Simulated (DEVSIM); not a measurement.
Device: illuminated Si p-on-n cell, one wavelength, at 250 K.

Layer 1 from the left is Si, thickness (μm) 0.0640, Na (cm⁻³) 5.3e18, τn (s) 9.5e-8, τp (s) 8.4e-7, absorption coefficient (cm⁻¹) 22000. Layer 2 from the left is Si, thickness (μm) 65.0, Nd (cm⁻³) 5.9e16, τn (s) 5.6e-6, τp (s) 5.6e-6, absorption coefficient (cm⁻¹) 22000.

Left contact: ohmic, minority electron recombination velocity 3e6 cm/s. Right contact: ohmic, minority hole recombination velocity 5e5 cm/s. Voltage is applied to the left contact. Recombination: SRH at mid-gap, radiative, Auger. Light enters at the left, 5.7e17 photons cm⁻² s⁻¹, one pass, no reflection. Mobility is μmin + (μ − μmin)/(1 + (N/Nref)^α).

Constants are typed, rounded textbook-type inputs, not results; the design itself was drawn at random and stands for no fabricated device. Values at 300 K; Nc and Nv go as T^1.5, mobilities as T to minus their exponent, the gap by Varshni's rule with the affinity fixed.

Si: gap (eV) 1.124, affinity (eV) 4.05, permittivity 11.7, Nc (cm⁻³) 2.86e19, Nv (cm⁻³) 3.1e19, μn (cm²/Vs) 1417, μp (cm²/Vs) 470, μn,min 52, μp,min 45, Nref,n 9.7e16, Nref,p 2.2e17, αn 0.68, αp 0.72, T exponent of μn 2.3, T exponent of μp 2.2, B (cm³/s) 4.7e-15, Cn (cm⁶/s) 2.8e-31, Cp (cm⁶/s) 9.9e-32, Varshni α (eV/K) 0.000473, Varshni β (K) 636.

Simulated with DEVSIM: 1D drift-diffusion, Boltzmann statistics, complete ionisation; no tunnelling, impact ionisation, image-force lowering or self-heating.

Dark forward current:

```csv
|V| (V),|J| (A/cm²)
0.05,2.219e-12
0.10,9.029e-12
0.15,3.147e-11
0.20,1.068e-10
0.25,3.671e-10
0.30,1.331e-9
0.35,5.515e-9
0.40,2.925e-8
0.45,2.073e-7
0.50,1.804e-6
0.55,1.732e-5
0.60,0.0001728
0.65,0.001746
0.70,0.01773
0.75,0.1797
0.80,1.773
0.85,14.40
0.90,69.25
0.95,200.7
1.00,428.3
1.05,761.7
1.10,1207
1.15,1766
1.20,2442
```

Work out the local ideality factor n = ΔV / (kT/q · ln(J2/J1)) between the rows 0.10 and 0.15 V, 0.65 and 0.70 V, 1.15 and 1.20 V.

kT/q = 21.54 mV. From 0.10 to 0.15 V: ln(3.147e-11/9.029e-12) = 1.249, n = 1.86, near the 2 of recombination in the depletion region. From 0.65 to 0.70 V: ln(0.01773/0.001746) = 2.318, n = 1.00, near the 1 of diffusion or emission over a barrier. From 1.15 to 1.20 V: ln(2442/1766) = 0.324, n = 7.16.

What current could the absorbed light give at most, and what share is collected?

Σ αd = 143, so qΦ(1 − exp(−Σ αd)) = 91.3 mA/cm². The simulated short-circuit current is 85.92 mA/cm², a share of 0.94.

Estimate the open-circuit voltage by superposition: the voltage at which the dark current equals that short-circuit current.

Interpolating ln J in the table gives 0.734 V. The simulation gives 0.734 V, the same within the digits that matter. Superposition holds where collection doesn't change with voltage.

Estimate the fill factor from FF0 = (v − ln(v + 0.72))/(v + 1), v = qVoc/(nkT), with n from the dark curve.

The rows about Voc, 0.70 and 0.75 V, give n = 1.00, so v = 34.0 and FF0 = 0.870. The simulation gives 0.869, the same within the digits that matter.
